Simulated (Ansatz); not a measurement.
Density of states of KNa2 (Fd-3m, 6 atoms in the cell).

```yaml
crystal:
  lattice:
    - [0.00000, 4.88287, 4.88287]
    - [4.88287, 0.00000, 4.88287]
    - [4.88287, 4.88287, 0.00000]
  atoms:
    - { symbol: Na, position: [0.12500, 0.12500, 0.12500] }
    - { symbol: Na, position: [0.62500, 0.12500, 0.12500] }
    - { symbol: Na, position: [0.12500, 0.62500, 0.12500] }
    - { symbol: Na, position: [0.12500, 0.12500, 0.62500] }
    - { symbol: K, position: [0.75000, 0.75000, 0.75000] }
    - { symbol: K, position: [0.50000, 0.50000, 0.50000] }
```

Method of the run: PBE (plane waves, PAW; Ansatz, a first-principles code).

SCF settings: basis.ecutwfc = 420 eV; kpoints.mp_grid.grid = 5 5 5; hamiltonian.xc = pbe; hamiltonian.pseudopotentials = {kind: paw} (the program's default PAW files); scf.occupations.method = methfessel_paxton; scf.occupations.width = 0.05 eV. Keys of the DOS step: output.dos.nscf_kmesh.grid = 8 8 8; output.dos.method = {smearing: {sigma: 0.3}} eV.

The starting cell was generated: these elements placed on a structure prototype, without a prior relaxation; it need not be a known phase or ordering of this composition. Its lattice was rescaled by a random factor within 2.5 % of one.

Total DOS (both spins), as means of the tabulated values in each energy bin; the zero is the program's Fermi level or highest filled level, and the curve is cut to this window:

```
E (eV)  states/eV/cell
------  --------------
-7.88             0.00
-7.62             0.00
-7.38             0.00
-7.12             0.00
-6.88             0.00
-6.62             0.00
-6.38             0.00
-6.12             0.00
-5.88             0.00
-5.62             0.00
-5.38             0.00
-5.12             0.00
-4.88             0.00
-4.62             0.00
-4.38             0.00
-4.12             0.00
-3.88             0.00
-3.62             0.02
-3.38             0.15
-3.12             0.48
-2.88             0.86
-2.62             1.19
-2.38             1.49
-2.12             1.68
-1.88             1.75
-1.62             1.90
-1.38             2.09
-1.12             2.17
-0.88             2.34
-0.62             2.65
-0.38             2.77
-0.12             2.90
0.12              3.37
0.38              3.42
0.62              3.56
0.88              4.08
```

Around zero the curve holds about 3.1 states/eV/cell.

Keys are those of Ansatz 0.2.
